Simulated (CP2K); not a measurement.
Input and output of a self-consistent single point for Rb3Cd (Pm-3m, 4 atoms in the cell) (CP2K).

Computed with LDA (Pade form), GPW, DZVP-MOLOPT-PBE-GTH basis, GTH-PBE potentials (POTENTIAL_UZH) run with CP2K.

```
CELL_PARAMETERS angstrom
      6.43244     0.00000     0.00000
      0.00000     6.43244     0.00000
      0.00000     0.00000     6.43244
ATOMIC_POSITIONS crystal
  Rb 0.00000 0.50000 0.50000
  Rb 0.50000 0.00000 0.50000
  Rb 0.50000 0.50000 0.00000
  Cd 0.00000 0.00000 0.00000
```

Reference input (self-consistent single point, DFT PBEsol, GPW, DZVP-MOLOPT-PBE-GTH basis, GTH-PBE potentials (POTENTIAL_UZH)): CUTOFF = 500 Ry; REL_CUTOFF = 50 Ry; SMEAR/METHOD = FERMI_DIRAC; ELECTRONIC_TEMPERATURE = 1160.45 K; KPOINTS/SCHEME = MONKHORST-PACK 4 4 4; GAMMA_CENTERED = T; XC_FUNCTIONAL = PBE:PBESOL; Rb/BASIS_SET = DZVP-MOLOPT-PBE-GTH-q9; Rb/POTENTIAL = GTH-PBE-q9; Cd/BASIS_SET = DZVP-MOLOPT-PBE-GTH-q12; Cd/POTENTIAL = GTH-PBE-q12; METHOD = GPW. This run's input differs from it in these lines:

```diff
@@ -43,6 +43,3 @@
     &XC
-      &XC_FUNCTIONAL
-        &PBE
-          PARAMETRIZATION PBESOL
-        &END PBE
+      &XC_FUNCTIONAL PADE
       &END XC_FUNCTIONAL
```

Log, with long lists cut:

```
 SCF WAVEFUNCTION OPTIMIZATION

  Step     Update method      Time    Convergence         Total energy    Change
     1 NoMix/Diag. 0.20E+00      -     0.51442569      -117.9982743649 -1.18E+02
     2 Broy./Diag. 0.20E+00      -     0.00753286      -118.4604294308 -4.62E-01
     3 Broy./Diag. 0.20E+00      -     0.01947862      -118.0919568479  3.68E-01
     4 Broy./Diag. 0.20E+00      -     0.00657618      -117.8800581571  2.12E-01
     5 Broy./Diag. 0.20E+00      -     0.00364109      -117.8876981355 -7.64E-03
     6 Broy./Diag. 0.20E+00      -     0.00110117      -117.8932581055 -5.56E-03
     7 Broy./Diag. 0.20E+00      -     0.00006447      -117.8912112035  2.05E-03
     8 Broy./Diag. 0.20E+00      -     0.00025159      -117.8915830598 -3.72E-04
     9 Broy./Diag. 0.20E+00      -     0.00001547      -117.8918818658 -2.99E-04
    10 Broy./Diag. 0.20E+00      -     0.00002123      -117.8916967990  1.85E-04
    11 Broy./Diag. 0.20E+00      -     0.00000046      -117.8916235046  7.33E-05
  *** SCF run converged in    11 steps ***

  Overlap energy of the core charge distribution:               0.00000000000000
  Self energy of the core charge distribution:               -214.85435410945837
  Core Hamiltonian energy:                                     54.80301489215604
  Hartree energy:                                              59.43023823868480
  Exchange-correlation energy:                                -17.26601010914333
  Electronic entropic energy:                                  -0.00451241773874
  Fermi energy:                                                 0.07165613982332

  Total energy:                                              -117.89162350459014
  Total energy (extrapolated to T->0):                       -117.88936729572077

   [... lines left out ...]

 STRESS| Analytical stress tensor [bar]
 STRESS|                        x                   y                   z
 STRESS|      x       -6.89664662366E+03   1.53382436159E-06   1.53419073316E-06
 STRESS|      y        1.53382436159E-06  -6.89664662370E+03   1.53379042786E-06
 STRESS|      z        1.53419073316E-06   1.53379042786E-06  -6.89664662372E+03
 STRESS| 1/3 Trace                                            -6.89664662369E+03
```

The run converged in 11 iterations. Against the reference run the pressure goes from -0.29 to -0.69 GPa.

The starting cell comes from a database of computed structures (which also holds hypothetical and non-ambient phases and stackings), without a prior relaxation at this level. Its lattice was rescaled by a random factor within 2.5 % of one. Values carry the incompleteness of an atom-centred basis. The potentials were made for another functional than the one used.
